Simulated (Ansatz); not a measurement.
Ag3SI (R3, No. 146, 5 atoms in the cell; start mp-22995)

The numbers are results of LDA in Ansatz (plane waves, PAW), not measurements.

Settings: plane-wave cutoff 520 eV, 8×8×8 k mesh, Fermi–Dirac smearing 0.01 eV, no spin polarisation, scalar-relativistic PAW data made under PBE.

Cell (relaxed at this level):

```xyz
5
Lattice="3.3577 1.9386 2.7165 -3.3577 1.9386 2.7165 0.0000 -3.8771 2.7165" Properties=species:S:1:pos:R:3 pbc="T T T"
Ag    -1.1015    -1.2193     2.5177
Ag     1.6068    -0.3443     2.5177
Ag    -0.5052     1.5636     2.5177
S      0.0000     0.0000     4.4736
I      0.0000     0.0000     8.0531
```

| Quantity | Result |
|---|---|
| band gap | 0.53 eV (on the SCF k mesh) |
| bulk modulus | 67.9 GPa |

Note: the relaxation could not lower the start's symmetry, so the cell can be a saddle point above a distorted one; the bulk modulus is −V dP/dV from two relaxed cells at ±2 % in volume.

Spin–orbit coupling is not included.

The computed numbers hold no vibrational or temperature effects.

The result took roughly 3 core-minutes.

A start named mp-… is a Materials Project structure, which need not be a measured phase.

Ansatz is an electronic-structure program.
